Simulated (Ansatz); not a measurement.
Take BAs in the zinc blende structure (space group F-43m, No. 216; a = 4.784 Å) as the base.

Modification: a fraction x = 0.25 of the As sites is given to N, ordered in a cell of 8 atoms (starting symmetry Cm) and fully relaxed.

The other end (x = 1) is BN in the zinc blende structure (space group F-43m, No. 216): 5.88 Å³/atom, gap 5.00 eV.

Levels (all Ansatz, a quantum-chemistry and plane-wave program, PAW): r2SCAN (500 eV, no spin-orbit coupling); HSE06 (420 eV, no spin-orbit coupling).

The geometry is relaxed with r2SCAN.

* **r2SCAN band gap**: 0.17 eV

Predict the band gap from HSE06.

The band gap increases by 0.55 eV, from 0.17 eV to 0.72 eV.

Single points use the geometry relaxed with r2SCAN. HSE06 was sampled on its mesh, a few special points and the semilocal edge points, so its gap is an upper bound. These are small ordered cells, not random alloys; other orderings at the same x differ. No phonon test of stability was made. The zero or small gap of B4As3N can change with the level of theory.
